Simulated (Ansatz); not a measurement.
System: ZrAl3 (I4/mmm, No. 139). Method: PBEsol (plane waves, PAW; Ansatz, a quantum-chemistry and plane-wave program).

Numerical settings: plane-wave cutoff 520 eV, 20×20×20 k mesh, Fermi–Dirac smearing 0.05 eV, scalar-relativistic PAW data made under PBE.

Properties against volume:

Shape and atoms are relaxed at each volume.

```json
[
 {"V (Å³/atom)": "16.369", "P (GPa)": "4.81", "c (Å)": "16.924", "a (Å)": "3.934"},
 {"V (Å³/atom)": "16.710", "P (GPa)": "2.28", "c (Å)": "17.051", "a (Å)": "3.960"},
 {"V (Å³/atom)": "17.051", "P (GPa)": "0.00", "c (Å)": "17.174", "a (Å)": "3.986"},
 {"V (Å³/atom)": "17.392", "P (GPa)": "-2.07", "c (Å)": "17.299", "a (Å)": "4.011"},
 {"V (Å³/atom)": "17.733", "P (GPa)": "-3.93", "c (Å)": "17.421", "a (Å)": "4.036"}
]
```

Note: the bulk modulus comes from volumes at which shape and atoms were relaxed.
